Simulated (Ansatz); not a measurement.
Results of r²SCAN (plane waves, PAW; Ansatz, a first-principles code) for Ge (I4₁/amd, No. 141, 2 atoms in the cell; start mp-78; high-pressure phase).

Run with plane-wave cutoff 560 eV, 22×22×22 k mesh, Fermi–Dirac smearing 0.05 eV, scalar-relativistic PAW data made under PBE.

Cell (relaxed at this level):

```xyz
2
Lattice="-2.5665 2.5665 1.4167 2.5665 -2.5665 1.4167 2.5665 2.5665 -1.4167" Properties=species:S:1:pos:R:3 pbc="T T T"
Ge     2.5665     0.0000     0.7084
Ge     0.0000     0.0000     1.4167
```

### Question
Predict the bulk modulus.

### Answer

- bulk modulus: 76.9 GPa

The run finds no gap.

Note: the bulk modulus is −V dP/dV from two relaxed cells at ±2 % in volume; the relaxation could not lower the start's symmetry, so the cell can be a saddle point above a distorted one.

It cost roughly 3.0 core-minutes of CPU time.

A start named mp-… is a Materials Project structure, which need not be a measured phase.
